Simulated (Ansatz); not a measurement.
Effect of Al → Y on TiAl3

Consider TiAl3 (space group I4/mmm, No. 139; a = 3.8239 Å, c = 8.5596 Å).

One thing is altered: full substitution Al → Y, then cell and atoms are relaxed.

All numbers come from r2SCAN in Ansatz (plane waves to 500 eV, PAW, without spin-orbit coupling), earlier PAW set. Settings: 14×14×14 k-points, 0.05 eV Fermi–Dirac smearing, for the changed cell.

The volume per atom grows by 12.64 Å³ to 28.28 Å³ and the density increases by 1.20 g/cm³ to 4.62 g/cm³. The lattice parameter a rises by 1.048 Å (3.824 Å → 4.872 Å) and the c/a ratio decreases by 0.2819 (2.238 → 1.957). The space group remains I4/mmm (No. 139) and the shortest interatomic distance grows by 0.704 Å (2.704 Å → 3.408 Å). The band gap stays zero.

Final structure:

```
CELL_PARAMETERS angstrom
     -2.43593     2.43593     4.76617
      2.43593    -2.43593     4.76617
      2.43593     2.43593    -4.76617
ATOMIC_POSITIONS crystal
  Y  0.50000 0.50000 0.00000
  Y  0.75000 0.25000 0.50000
  Y  0.25000 0.75000 0.50000
  Ti 0.00000 0.00000 0.00000
```

Whether these cells are dynamically stable was not tested. As relaxed here, Y3Ti is a hypothetical phase, not in the database extracts checked. All final runs are without spin polarisation. An odd electron count without spin: Y3Ti and TiAl3. Y3Ti has a high density of states at the Fermi level and may be magnetic at this level.

Ansatz is a quantum-chemistry and plane-wave program.
